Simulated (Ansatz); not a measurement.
## A computed series for TiAl: pressure series

The reference is TiAl (space group P4/mmm, No. 123).

```
TiAl
1.0
    2.81288     0.00000     0.00000
    0.00000     2.81288     0.00000
    0.00000     0.00000     4.05874
Al Ti
1 1
Direct
  0.50000   0.50000   0.50000
  0.00000   0.00000   0.00000
```

Cell and atoms are relaxed at each pressure.

The values are results of r2SCAN (Ansatz, an electronic-structure program; PAW; 500 eV plane waves; without spin-orbit coupling), earlier PAW set, not measurements.

Two rows of this table had their results exchanged by mistake.

| pressure | volume per atom (Å³) | shortest distance (Å) | band gap |
|---|---|---|---|
| pressure −2 GPa | 16.34 | 2.829 | zero |
| pressure −1 GPa | 16.19 | 2.821 | zero |
| pressure 0.9 GPa | 15.04 | 2.753 | zero |
| pressure 2.1 GPa | 15.79 | 2.797 | zero |
| pressure 4.5 GPa | 15.51 | 2.781 | zero |
| pressure 9 GPa | 15.94 | 2.806 | zero |
| pressure 15 GPa | 14.50 | 2.719 | zero |
| pressure 22.5 GPa | 13.93 | 2.683 | zero |
| pressure 30 GPa | 13.45 | 2.651 | zero |

Which two?

The rows for pressure 0.9 GPa and pressure 9 GPa: the volume has to fall steadily with pressure, so 15.94 Å³ belongs to pressure 0.9 GPa and 15.04 Å³ to pressure 9 GPa.

Load acts through the strain it causes; cell and atoms are relaxed under it. Stability against distortions was not tested. No other phases were tried under pressure. The final runs are not spin-polarised.
